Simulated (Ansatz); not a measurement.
The parent structure is CsPbBr3 in the cubic perovskite structure (space group Pm-3m, No. 221; a = 5.872 Å). Axes: x, y, z lie along the cube axes.

All numbers come from Ansatz (a quantum-chemistry and plane-wave program), PBEsol, PAW, cutoff 420 eV, spin-orbit coupling left out.

Base values:

The band gap is 1.43 eV. The pressure is 0.00 GPa.

The change: the cell is compressed by 1.20 % along z with no lateral relaxation; the atoms relax in the strained cell.

Question: What happens to the band gap and pressure?

Answer: The band gap shrinks by 0.08 eV (1.43 eV → 1.35 eV); the pressure (mean of the normal stresses, compression positive) goes from zero to 0.28 GPa.

Spin-orbit coupling, missing from the scalar runs, can matter with Pb. Stability against distortions was not tested. Many cubic perovskites are stable only at high temperature; tilts and polar distortions were not tested. This is not the structure that CsPbBr3 has at room temperature and ambient pressure.
